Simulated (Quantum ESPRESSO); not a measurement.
Input and output of a self-consistent single point for Tl (P6_3/mmc, 4 atoms in the cell) (Quantum ESPRESSO).

Level of theory: PBE, GBRV 1.5 ultrasoft (PBE) pseudopotentials (plane waves; Quantum ESPRESSO 7.5).

```yaml
crystal:
  lattice:
    - [3.51601, 0.00000, 0.00000]
    - [-1.75800, 3.04495, 0.00000]
    - [0.00000, 0.00000, 11.28926]
  atoms:
    - { symbol: Tl, position: [0.00000, 0.00000, 0.00000] }
    - { symbol: Tl, position: [0.00000, 0.00000, 0.50000] }
    - { symbol: Tl, position: [0.33333, 0.66667, 0.25000] }
    - { symbol: Tl, position: [0.66667, 0.33333, 0.75000] }
```

Reference input (self-consistent single point, DFT, PBE, plane waves, GBRV 1.5 ultrasoft (PBE) pseudopotentials): ecutwfc = 40 Ry; ecutrho = 200 Ry; occupations = smearing; smearing = fd; degauss = 0.0073499 Ry; potentials = {Tl: tl_pbe_v1.2.uspp.F.UPF}; K_POINTS = automatic 9 9 3 0 0 0; conv_thr = 1e-11 Ry. This run's input differs from it in these lines:

```diff
@@ -13,4 +13,4 @@
     ntyp = 1,
-    ecutwfc = 40,
-    ecutrho = 200,
+    ecutwfc = 36,
+    ecutrho = 180,
     occupations = 'smearing',
```

Output, abridged:

```
     Self-consistent Calculation

     iteration #  1     ecut=    36.00 Ry     beta= 0.70

---- Real-time Memory Report at c_bands before calling an iterative solver
           146 MiB given to the printing process from OS
            61 MiB allocation reported by mallinfo(arena+hblkhd)
------------------

     Threshold (ethr) on eigenvalues was too large:
     Diagonalizing with lowered threshold

---- Real-time Memory Report at c_bands before calling an iterative solver
           188 MiB given to the printing process from OS
            69 MiB allocation reported by mallinfo(arena+hblkhd)
------------------

   [... lines left out ...]
           199 MiB given to the printing process from OS
            79 MiB allocation reported by mallinfo(arena+hblkhd)
------------------

     negative rho (up, down):  2.150E-01 0.000E+00

     total energy              =    -579.83778709 Ry
     estimated scf accuracy    <          6.5E-11 Ry

     iteration # 13     ecut=    36.00 Ry     beta= 0.70

---- Real-time Memory Report at c_bands before calling an iterative solver
           199 MiB given to the printing process from OS
            79 MiB allocation reported by mallinfo(arena+hblkhd)
------------------

     negative rho (up, down):  2.150E-01 0.000E+00
     End of self-consistent calculation

     the Fermi energy is     9.9398 ev

!    total energy              =    -579.83778709 Ry
     estimated scf accuracy    <          3.7E-12 Ry
     smearing contrib. (-TS)   =      -0.00633384 Ry
     internal energy E=F+TS    =    -579.83145326 Ry

     convergence has been achieved in  13 iterations

     negative rho (up, down):  2.150E-01 0.000E+00

     Forces acting on atoms (cartesian axes, Ry/au):

     atom    1 type  1   force =     0.00000000    0.00000000   -0.00000000
   [... zero for the other atoms too ...]

     Total force =     0.000000     Total SCF correction =     0.000000

     negative rho (up, down):  2.150E-01 0.000E+00
          total   stress  (Ry/bohr**3)                   (kbar)     P=       -8.81
  -0.00005909   0.00000000   0.00000000           -8.69        0.00        0.00
   0.00000000  -0.00005909  -0.00000000            0.00       -8.69       -0.00
   0.00000000  -0.00000000  -0.00006154            0.00       -0.00       -9.05

   JOB DONE.
```

The run converged in 13 iterations. Against the reference run the free energy goes up by 54.4 meV/atom and the pressure goes from -0.48 to -0.88 GPa.

The starting cell comes from a database of computed structures (which also holds hypothetical and non-ambient phases and stackings), without a prior relaxation at this level. Its lattice was rescaled by a random factor within 2.5 % of one.

Cost on one core of a shared machine: roughly 40 s.
